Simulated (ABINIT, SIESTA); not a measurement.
A SIESTA input for a self-consistent single point of Al2CdS4 (I-4, 7 atoms in the cell) (DFT, GGA PBEsol, numerical atomic orbitals DZP, PseudoDojo PBEsol standard norm-conserving potentials (rewritten from UPF to PSML)):

```
# files in the folder: Al.psml Cd.psml S.psml (PseudoDojo PBEsol standard)
SystemName  Al2CdS4
SystemLabel al2cds4

NumberOfAtoms                7
NumberOfSpecies              3
%block ChemicalSpeciesLabel
  1 13 Al
  2 48 Cd
  3 16 S
%endblock ChemicalSpeciesLabel
LatticeConstant              1.0 Ang
%block LatticeVectors
    -2.738958000    2.738958000    4.984349000
     2.738958000   -2.738958000    4.984349000
     2.738958000    2.738958000   -4.984349000
%endblock LatticeVectors
AtomicCoordinatesFormat      ScaledCartesian
%block AtomicCoordinatesAndAtomicSpecies
     0.000000000    2.738958000    2.492174500  1
     0.000000000    0.000000000    4.984349000  1
     0.000000000    0.000000000    0.000000000  2
    -1.206017987    1.289227531    3.646051293  3
     1.289227531    1.206017987    6.322646707  3
     3.944975987    1.449730469   -1.338297706  3
     1.449730469    1.532940013    1.338297707  3
%endblock AtomicCoordinatesAndAtomicSpecies

XC.functional                GGA
XC.authors                   PBEsol
PAO.BasisSize                DZP
PAO.EnergyShift              0.01 Ry
MeshCutoff                   400 Ry
%block kgrid.MonkhorstPack
    6   0   0  0.0
    0   6   0  0.0
    0   0   6  0.0
%endblock kgrid.MonkhorstPack
OccupationFunction           FD
ElectronicTemperature        10 K

MaxSCFIterations             150
SCF.Mixer.Method             Broyden
SCF.Mixer.Weight             0.25
SCF.Mixer.History            6
SCF.DM.Tolerance             1.0E-04
Diag.ParallelOverK           true
WriteForces                  true
```

Task: Translate this input to ABINIT.

Result: This is the input that was run; spellings and numerical settings could be chosen otherwise.

```
# Al2CdS4, JTH v2.0 PBE PAW
pp_dirpath "./"
pseudos "Al.GGA_PBE-JTH.xml, Cd.GGA_PBE-JTH.xml, S.GGA_PBE-JTH.xml"
acell 3*1.0 Angstrom
rprim
        -2.7389580000    2.7389580000    4.9843490000
         2.7389580000   -2.7389580000    4.9843490000
         2.7389580000    2.7389580000   -4.9843490000
natom 7
ntypat 3
znucl 13 48 16
typat 1 1 2 3 3 3 3
xcart
         0.0000000000    2.7389580000    2.4921745000
         0.0000000000   -0.0000000000    4.9843490000
         0.0000000000    0.0000000000    0.0000000000
        -1.2060179866    1.2892275306    3.6460512935
         1.2892275306    1.2060179866    6.3226467065
         3.9449759866    1.4497304694   -1.3382977065
         1.4497304694    1.5329400134    1.3382977065
      Angstrom
ecut 21
pawecutdg 42
pawxcdev 0
ixc -116133
occopt 1
nband 24
kptopt 1
ngkpt 6 6 6
nshiftk 1
shiftk 0 0 0
nstep 100
toldfe 1.0e-09
prtwf 0
prtden 0
prtvol 1
enunit 2
```

Basis settings and potentials, where a program has them, do not carry over. This input uses DFT, PBEsol, plane waves, PAW (JTH v2.0 PBE PAW, files made for PBE).

The starting cell comes from a database of computed structures (which also holds hypothetical and non-ambient phases and stackings), without a prior relaxation at this level. For this run, on top of that: lattice scaled by 0.98.
